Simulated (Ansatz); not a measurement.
Ir, response to strain

Base system: Ir in the fcc (Cu type) structure (space group Fm-3m, No. 225; relaxed with 0.1 eV smearing).

```
CELL_PARAMETERS angstrom
      0.00000     1.90592     1.90592
      1.90592     0.00000     1.90592
      1.90592     1.90592     0.00000
ATOMIC_POSITIONS crystal
  Ir 0.00000 0.00000 0.00000
```

Strains are applied to the cell and any free atomic positions relax.

All numbers come from Kohn–Sham DFT with the LDA functional, run in Ansatz (a quantum-chemistry and plane-wave program) with PAW and 420 eV plane waves, spin-orbit coupling left out.

Notes on the quantities. energy relative to the base: free energy F.

```tsv
variant	energy relative to the base	volume per atom	pressure
base	0 meV/atom	13.85 Å³	0.0 GPa
isotropic strain −3.00 %	+160 meV/atom	12.64 Å³	46.3 GPa
isotropic strain −2.00 %	+68 meV/atom	13.03 Å³	28.5 GPa
isotropic strain −1.00 %	+16 meV/atom	13.44 Å³	13.1 GPa
isotropic strain −0.50 %	+4.0 meV/atom	13.64 Å³	6.3 GPa
isotropic strain +0.50 %	+3.9 meV/atom	14.06 Å³	-5.8 GPa
isotropic strain +1.00 %	+15 meV/atom	14.27 Å³	-11.2 GPa
isotropic strain +1.50 %	+33 meV/atom	14.48 Å³	-16.1 GPa
isotropic strain +2.50 %	(withheld)	14.91 Å³	(withheld)
isotropic strain +3.00 %	+125 meV/atom	15.13 Å³	-28.6 GPa
```

Question: What belongs in the blanks?

Answer: 
- isotropic strain +2.50 %, energy relative to the base: +89 meV/atom
- isotropic strain +2.50 %, pressure: -24.8 GPa

No phonon test of stability was made. The final runs are not spin-polarised.
